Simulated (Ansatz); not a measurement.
Structures of equal composition on the (111) surface of fcc Al: a layer of Co in place of the second plane; a layer of Co in place of the third plane. The slabs share one bottom face, and each structure is named by its start. These are constructed structures in small cells; real faces may alloy, dewet or reconstruct in larger ones, and not all known structures of the face are among them. Slabs of about 12 Å, Fermi-Dirac smearing of 0.1 eV. Bottom of the slabs: a bare face, its two planes held. Relaxed from the named starts with such symmetry as they have, on meshes of like density; energies extrapolated to zero smearing; spin only where a row says so; no spin-orbit coupling, no U. Brackets mark spin-polarised runs, whose order is one that fits the cell.

Calculation: PBE (plane waves to 420 eV, PAW; Ansatz, a first-principles code).

**Question.** Order them by energy per 1x1 cell (lowest first) at the level PBE.

**Answer.** a layer of Co in place of the third plane (0.000 eV [spin, 0.5 μB a cell]), a layer of Co in place of the second plane (0.183 eV [spin, 0.5 μB a cell])
